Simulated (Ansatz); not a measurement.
Take SiC in the wurtzite structure (space group P6_3mc, No. 186; a = 3.056 Å, c = 5.016 Å) as the base. Axes: x lies along a and z along c of the hexagonal cell.

The values are results of Ansatz (a program for electronic structure), LDA, PAW, cutoff 420 eV, no spin-orbit coupling, not measurements.

Now apply this change: uniaxial strain ε_zz = +0.60 %, all other strain components held at zero, atoms relaxed at fixed cell.

Q: Predict the stress tensor and what it implies for the stiffness.

A: Stress of the strained cell less that of the base (GPa, compression positive):
```
  -0.34    0.00    0.00
   0.00   -0.34    0.00
   0.00    0.00   -3.34
```

Then −Δσ_ii/ε with ε = 0.0060 gives relaxed-ion elastic constants: C33 ≈ 557 GPa, C13 ≈ 57 GPa and C23 ≈ 57 GPa.

No phonon test of stability was made.
